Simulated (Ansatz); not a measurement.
Reference: ZnS (F-43m), r2SCAN with spin-orbit coupling, rigid bands (plane waves, PAW; Ansatz, an electronic-structure program); axes and stresses refer to this cell.

```yaml
crystal:
  lattice:
    - [0.00000, 2.69454, 2.69454]
    - [2.69454, 0.00000, 2.69454]
    - [2.69454, 2.69454, 0.00000]
  atoms:
    - { symbol: Zn, position: [0.00000, 0.00000, 0.00000] }
    - { symbol: S, position: [0.25000, 0.25000, 0.25000] }
```

* **band gap**: 2.69 eV
* **hole conductivity mass**: 0.87 mₑ
* **electron conductivity mass**: 0.20 mₑ

```json
[
 {"Change": "biaxial stress xx = yy = -1 GPa (compression positive)", "band gap": "2.60 eV", "hole conductivity mass": "0.78 mₑ", "electron conductivity mass": "___"},
 {"Change": "biaxial stress xx = yy = 1 GPa (compression positive)", "band gap": "2.70 eV", "hole conductivity mass": "___", "electron conductivity mass": "0.21 mₑ"},
 {"Change": "uniaxial stress zz = -1 GPa (compression positive)", "band gap": "2.64 eV", "hole conductivity mass": "___", "electron conductivity mass": "0.20 mₑ"},
 {"Change": "uniaxial stress zz = -2 GPa (compression positive)", "band gap": "2.59 eV", "hole conductivity mass": "___", "electron conductivity mass": "0.20 mₑ"},
 {"Change": "uniaxial stress zz = 1 GPa (compression positive)", "band gap": "2.66 eV", "hole conductivity mass": "0.77 mₑ", "electron conductivity mass": "0.21 mₑ"},
 {"Change": "uniaxial stress zz = 2 GPa (compression positive)", "band gap": "2.62 eV", "hole conductivity mass": "0.65 mₑ", "electron conductivity mass": "0.21 mₑ"}
]
```

Task: What belongs in the gaps?

Result: 
- biaxial stress xx = yy = -1 GPa (compression positive), electron conductivity mass: 0.20 mₑ
- biaxial stress xx = yy = 1 GPa (compression positive), hole conductivity mass: 0.78 mₑ
- uniaxial stress zz = -1 GPa (compression positive), hole conductivity mass: 0.79 mₑ
- uniaxial stress zz = -2 GPa (compression positive), hole conductivity mass: 0.71 mₑ

Masses are for dilute carriers at 300 K, harmonic means over directions unless an axis is named. Stresses and pressures are the targets of the relaxation.  The structure type is held under load, also where the real crystal would transform.
